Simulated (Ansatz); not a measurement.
## CdTe: strain tensor (xx, yy, zz, yz, xz, xy) = (−0.78, +0.04, +0.87, +0.51, +0.16, −0.32) %

The reference is CdTe in the zinc blende structure (space group F-43m, No. 216; a = 6.558 Å). Axes: x, y, z lie along the cube axes.

Modification: the symmetric strain tensor [-0.0078 -0.0032 0.0016; -0.0032 0.0004 0.0051; 0.0016 0.0051 0.0087], atoms relaxed at fixed cell.

Computed with r2SCAN in Ansatz (plane waves to 500 eV, PAW, without spin-orbit coupling). Γ-centred 9×9×9 mesh, Fermi–Dirac width 0.05 eV.

* **Volume per atom**: 35.29 Å³ (base 35.25 Å³)
* **Space group**: P1 (No. 1) (base F-43m (No. 216))
* **Shortest interatomic distance**: 2.837 Å (base 2.840 Å)
* **Energy relative to the base (free energy F)**: +0.6 meV/atom
* **Pressure (mean of the normal stresses, compression positive)**: -0.05 GPa (base 0.00 GPa)
* **Band gap**: 1.12 eV (base 1.17 eV)
* **Gap character**: direct at Γ (base direct at Γ)
* **Electron mass**: 0.090 mₑ (at Γ) (base 0.090 mₑ (at Γ))
* **Valence-band top at Γ (three highest levels, from the VBM)**: 0.00, -0.04, -0.08 eV (base 0.00, 0.00, 0.00 eV)
* **Valley order (the lowest conduction-band minima on the path, energy above the VBM, named in the base's zone)**: Γ 1.12 eV; L along [11-1] 2.09 eV; L along [1-11] 2.16 eV; L along [111] 2.19 eV (base Γ 1.17 eV; L along ⟨111⟩ 2.20 eV)
* **Stress (xx, yy, zz, yz, xz, xy; compression positive)**: (0.08, -0.05, -0.19, -0.20, -0.06, 0.13) GPa

Final structure:

```yaml
crystal:
  lattice:
    - [-0.00541, 3.29684, 3.32406]
    - [3.25832, 0.00623, 3.31242]
    - [3.24274, 3.26963, 0.02180]
  atoms:
    - { symbol: Te, position: [0.74867, 0.75006, 0.75198] }
    - { symbol: Cd, position: [0.00133, 0.99994, 0.99802] }
```

Spin-orbit coupling, missing from the scalar runs, can matter with Te. Effective masses come from finite differences of ±0.01 Å⁻¹. No phonon test of stability was made. Labels are those of the standard path for the cell's own space group.

Ansatz is a quantum-chemistry and plane-wave program.
